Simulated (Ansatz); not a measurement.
Consider Mg2Sn (space group Fm-3m, No. 225; a = 6.664 Å; relaxed with 0.1 eV smearing). Axes: x, y, z lie along the cube axes.

Level of theory: plane-wave PAW DFT at the LDA level (Ansatz, a first-principles code, 420 eV), without spin-orbit coupling.

Before the change:

| Property | Result |
|---|---|
| Shortest interatomic distance | 288.6 pm |

Now apply this change: tensor shear ε_xy = +0.57 % (engineering shear γ = 0.0114); the atoms relax in the strained cell.

Q: What happens to the shortest interatomic distance, stress and energy relative to the base?

A: The shortest interatomic distance drops by 0.64 pm, from 288.6 pm to 287.9 pm; the stress (xx, yy, zz, yz, xz, xy; compression positive) comes out as (0.0, 0.0, 0.0, 0.0, 0.0, -0.4) GPa; the energy grows by 0.3 meV/atom.

Stability against distortions was not tested.
